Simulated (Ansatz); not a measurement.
MnBr₂ (R-3m, No. 166, 3 atoms in the cell; start mp-569843; a measured phase of this formula has another space group)

Level of theory: HSE06 (plane waves, PAW; Ansatz, a first-principles code).

Settings: plane-wave cutoff 500 eV, 6×6×6 k mesh, gaussian smearing 0.02 eV, spin-polarised start, scalar-relativistic PAW data made under PBE.

Cell (relaxed with r²SCAN):

MnBr2 is taken in the trigonal space group R-3m, hexagonal axes (No. 166), Pearson symbol hR3. Lattice parameters: a = b = 3.8694 Å, c = 19.6166 Å, α = β = 90.00°, γ = 120.00°. Mn on 3a sees 6 Br at 2.695 Å (octahedral). Br on 6c is surrounded by 3 Mn at 2.695 Å (trigonal pyramidal). (Neighbours: up to the widest gap in distance over summed covalent radii, below 1.35, at either atom; cation-cation and far metal-metal contacts left out.)
(The calculation used a cell of 3 atoms; values per cell refer to that cell.)

```yaml
band_gap: 4.04 eV (on the SCF k mesh)
```

Note: the magnetic order was assumed, not searched for or taken from measurement; cell and atoms aren't relaxed at this level (pressure 0.6 GPa); the cell has widely spaced layers and the level no dispersion term, so their spacing and the moduli can rest on weak binding.

Spin–orbit coupling is not included.

The result took about 10 core-minutes (a rough figure).

A start named mp-… is a Materials Project structure, which need not be a measured phase.
